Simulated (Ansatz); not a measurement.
# ZrB2, response to strain

The reference is ZrB2 (space group P6/mmm, No. 191; relaxed with 0.1 eV smearing).

```xyz
3
Lattice="3.1552 0.0000 0.0000 -1.5776 2.7325 0.0000 0.0000 0.0000 3.5062" Properties=species:S:1:pos:R:3 pbc="T T T"
Zr     0.0000     0.0000     0.0000
B      1.5776     0.9108     1.7531
B      0.0000     1.8217     1.7531
```

Cartesian axes are those of the cell as printed.

Strains are applied to the cell and any free atomic positions relax.

Level of theory: PBEsol (Ansatz, a program for electronic structure, PAW, spin-orbit coupling left out).

Notes on the quantities. energy relative to the base: free energy F; pressure: mean of the normal stresses, compression positive.

```
case                            energy relative to the base  volume per atom  pressure
------------------------------  ---------------------------  ---------------  --------
base                                             0 meV/atom         10.08 Å³   0.0 GPa
uniaxial strain ε_zz = −2.50 %                +9.3 meV/atom          9.82 Å³   6.4 GPa
uniaxial strain ε_zz = −2.00 %                          [?]          9.87 Å³   5.0 GPa
uniaxial strain ε_zz = −1.50 %                +3.3 meV/atom          9.93 Å³       [?]
uniaxial strain ε_zz = −1.00 %                +1.5 meV/atom          9.98 Å³   2.4 GPa
uniaxial strain ε_zz = −0.50 %                +0.4 meV/atom         10.03 Å³   1.2 GPa
uniaxial strain ε_zz = +0.50 %                +0.4 meV/atom         10.13 Å³  -1.2 GPa
uniaxial strain ε_zz = +1.50 %                          [?]         10.23 Å³  -3.4 GPa
uniaxial strain ε_zz = +2.50 %                +8.5 meV/atom         10.33 Å³  -5.5 GPa
uniaxial strain ε_zz = +3.00 %                 +12 meV/atom         10.38 Å³  -6.5 GPa
```

Problem. Some entries are withheld; estimate them.

Solution. 
- uniaxial strain ε_zz = −2.00 %, energy relative to the base: +5.9 meV/atom
- uniaxial strain ε_zz = −1.50 %, pressure: 3.7 GPa
- uniaxial strain ε_zz = +1.50 %, energy relative to the base: +3.1 meV/atom

Whether these cells are dynamically stable was not tested. All final runs are without spin polarisation.
